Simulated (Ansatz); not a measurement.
Structures of equal composition on the (111) surface of fcc Ir: a pseudomorphic layer of Nb in the host's stacking; a pseudomorphic layer of Nb in the other hollow. The slabs share one bottom face, and each structure is named by its start. These are constructed structures in small cells; real faces may alloy, dewet or reconstruct in larger ones, and not all known structures of the face are among them. Slabs of about 11 Å, Fermi-Dirac smearing of 0.1 eV. Bottom of the slabs: a bare face, its two planes held. Relaxed from the named starts with such symmetry as they have, on meshes of like density; energies extrapolated to zero smearing; spin only where a row says so; no spin-orbit coupling, no U. Brackets mark spin-polarised runs, whose order is one that fits the cell.

Method: PBE (plane waves to 420 eV, PAW; Ansatz, a first-principles code).

Q: Order them by energy per 1x1 cell (lowest first) at the level PBE.

A: a pseudomorphic layer of Nb in the other hollow (0.000 eV), a pseudomorphic layer of Nb in the host's stacking (0.061 eV)
